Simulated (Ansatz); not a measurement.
# A computed series for TiC: response to strain

The reference is TiC in the rock salt structure (space group Fm-3m, No. 225; relaxed with 0.1 eV smearing).

```
CELL_PARAMETERS angstrom
      0.00000     2.16654     2.16654
      2.16654     0.00000     2.16654
      2.16654     2.16654     0.00000
ATOMIC_POSITIONS crystal
  Ti 0.00000 0.00000 0.00000
  C  0.50000 0.50000 0.50000
```

Strains are applied to the cell and any free atomic positions relax.

Computed with Kohn–Sham DFT with the PBE functional, run in Ansatz (an electronic-structure program) with PAW and 420 eV plane waves, no SOC.

Notes on the quantities. energy relative to the base: free energy F.

```
change                     pressure  energy relative to the base  shortest interatomic distance
------------------------  ---------  ---------------------------  -----------------------------
base                        0.0 GPa                   0 meV/atom                     4.094 bohr
isotropic strain −3.00 %   27.5 GPa                 +71 meV/atom                     3.971 bohr
isotropic strain −2.00 %   17.1 GPa                 +30 meV/atom                     4.012 bohr
isotropic strain −1.50 %   12.4 GPa                 +17 meV/atom                     4.033 bohr
isotropic strain −1.00 %    8.0 GPa                +7.4 meV/atom                     4.053 bohr
isotropic strain −0.50 %    3.9 GPa                +1.8 meV/atom                     4.074 bohr
isotropic strain +0.50 %   -3.6 GPa                +1.8 meV/atom                     4.115 bohr
isotropic strain +1.00 %   -7.0 GPa                +6.9 meV/atom                     4.135 bohr
isotropic strain +1.50 %  -10.2 GPa                 +15 meV/atom                     4.156 bohr
isotropic strain +2.00 %  -13.2 GPa                 +27 meV/atom                     4.176 bohr
```

No phonon test of stability was made. The final runs are not spin-polarised.
